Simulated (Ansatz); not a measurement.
Start from BAs in the zinc blende structure (space group F-43m, No. 216; a = 4.783 Å). Axes: x, y, z lie along the cube axes.

All numbers come from r2SCAN (Ansatz, an electronic-structure program; PAW; 500 eV plane waves; no SOC), earlier PAW set.

Before the change:

```
Item                  Result
-------------------  -------
Band gap             1.38 eV
Smallest direct gap  3.44 eV
```

The change: the symmetric strain tensor [0.0133 0.0059 0.0000; 0.0059 0.0018 -0.0059; 0.0000 -0.0059 0.0074]; the atoms relax in the strained cell.

**Question.** How does this affect the energy relative to the base, stress, band gap and smallest direct gap?

**Answer.** The energy increases by 5.4 meV/atom; the stress (xx, yy, zz, yz, xz, xy; compression positive) is (-4.26, -1.74, -2.96, 1.79, 0.00, -1.75) GPa; the band gap drops by 0.14 eV (1.38 eV → 1.24 eV); the smallest direct gap decreases by 0.273 eV (3.44 eV → 3.16 eV).

No phonon test of stability was made.
